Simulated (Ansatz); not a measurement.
Data:

```
CELL_PARAMETERS angstrom
      4.65034     0.00000     0.00000
      2.32517     4.02731     0.00000
      2.32517    -1.34244     3.76536
ATOMIC_POSITIONS crystal
  K  0.00000 0.00000 0.00000
  Br 0.00000 0.50000 0.50000
```

No spin polarisation.

Method: PBEsol/PAW in Ansatz (a program for electronic structure), no SOC. k-mesh 9×9×9 (Γ-centred); smearing 0.05 eV (Fermi–Dirac).

**Question.** Predict the band gap.

**Answer.** 4.32 eV.

**Question.** What valence-band top at Γ (three highest levels, from the VBM) does the calculation give?

**Answer.** 0.00, -0.02, -0.02 eV.

The cells carry an imposed strain or load. Whether these cells are dynamically stable was not tested. The cell was made from KBr in the rock salt structure (space group Fm-3m, No. 225) by this change: biaxial strain +0.42 %, plane normal [111], relaxed out of plane.
